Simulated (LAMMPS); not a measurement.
Simulation of a melt made from Cu (fcc), 256 atoms, at 2170 K and 0 GPa, brought to that temperature within a few picoseconds.

Model: MD with a machine-learned potential, pair style snap, file Cu_Zuo_JPCA2020.quadratic.snap, run in LAMMPS.

| t (ps) | MSD (Å²) |
|---|---|
| 0.1000 | 0.529 |
| 0.2000 | 1.23 |
| 0.3000 | 1.99 |
| 0.4000 | 2.76 |
| 0.5000 | 3.55 |
| 0.6000 | 4.32 |
| 0.7000 | 5.11 |
| 0.8000 | 5.91 |
| 0.9000 | 6.69 |
| 1.000 | 7.44 |
| 1.200 | 9.00 |
| 1.400 | 10.5 |
| 1.600 | 12.1 |
| 1.800 | 13.6 |
| 2.100 | 16.0 |
| 2.400 | 18.3 |
| 2.700 | 20.5 |
| 3.100 | 23.5 |
| 3.600 | 27.4 |
| 4.100 | 31.3 |
| 4.700 | 36.0 |
| 5.400 | 41.6 |
| 6.200 | 48.2 |
| 7.000 | 54.6 |
| 8.000 | 62.6 |
| 9.200 | 72.2 |
| 10.50 | 82.6 |
| 12.00 | 94.7 |
| 13.70 | 108 |
| 15.70 | 125 |
| 18.00 | 145 |

Task: From these data, give the state found, the self-diffusion coefficient of Cu (not corrected for cell size).

Result: In three dimensions D is one sixth of the slope of the MSD at long times (fitted over 20 to 60 % of the run); 1 Å²/ps is 1e-4 cm²/s. state found: liquid; self-diffusion coefficient of Cu (not corrected for cell size): (1.36 ± 0.04) × 10^-4 cm²/s.

Caution: a run this short can hold a crystal over, or a liquid under, the potential's own melting point, which these runs don't give.
